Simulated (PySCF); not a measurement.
PySCF 2.14.0, R2SCAN/def2-svp, df: W(O)(F)2(Cl)2 ([O]=[W]([F])([F])([Cl])[Cl]), 6 atoms. The geometry is a generated start, not checked to be a minimum at this level.

```yaml
task: energy
method: r2scan
basis: def2-svp
two_electron_scheme: density fitting
mol.max_memory: 3000 MB
mf.max_cycle: 100
mf.init_guess: minao (default)
mf.DIIS: CDIIS (default)
mf.conv_tol: 1e-09 (default)
mf.grids.level: 3 (default)
effective_core_potentials: those of the basis set, past Kr
basis_functions: 110
grid_points: 104680
```

```xyz
6

W      0.0987     0.0464     0.1002
O      1.3460    -0.1530     1.1838
F      0.3653     1.5960    -0.9088
F     -1.2163     1.1411     0.8482
Cl     0.7351    -1.0161    -1.7576
Cl    -1.3288    -1.6144     0.5342
```

Charge 0 and multiplicity 1 are set for this test and not shown to be the ground state.

One run each on 2 threads, 1 BLAS thread. Values of diis_space tried: 3, 5, 8 (default), 12, 20.

Q: Which value of diis_space needs the fewest Fock builds, and what happens away from it?

A: Fewest Fock builds, within one of each other: 8 (default) with 15, 12 with 15, 20 with 15. The count rises to 58 at 3. All converge to one solution.

```csv
diis_space,Fock builds,end
3,58,same solution
5,17,same solution
8 (default),15,same solution
12,15,same solution
20,15,same solution
```
